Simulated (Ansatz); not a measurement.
System: white tin (β-Sn). Method: r²SCAN+rVV10 (PAW; Ansatz, an electronic-structure program).

Settings: plane-wave cutoff 560 eV, 20×20×20 k mesh, Fermi–Dirac smearing 0.05 eV, scalar-relativistic PAW data made under PBE.

Results at a series of volumes:

```
V (Å³/atom)  E − E_lowest (meV/atom)  P (GPa)
-----------  -----------------------  -------
26.045                          8.42    2.583
26.587                          2.03    1.218
27.130                          0.00    0.002
27.673                          1.87   -1.082
28.215                          7.20   -2.047
```

### Question
Fit the third-order Birch–Murnaghan equation and give B0 and B′.

### Answer
V0 = 27.131 Å³/atom, B0 = 57.4 GPa, B′ = 4.8 (fit to the energies at full precision).

Shape and atoms are relaxed at each volume.

Measured, for comparison: bulk modulus 57.0 GPa (temperature not stated, not corrected to a static lattice; as tabulated in Chen et al. (2023), arXiv:2209.05059). Computed (rounded) less measured: bulk modulus +0.7 %.

Note: the bulk modulus comes from volumes at which shape and atoms were relaxed.

Spin–orbit coupling is not included.

Computed values are for the static lattice.

The result took roughly 22 core-minutes.
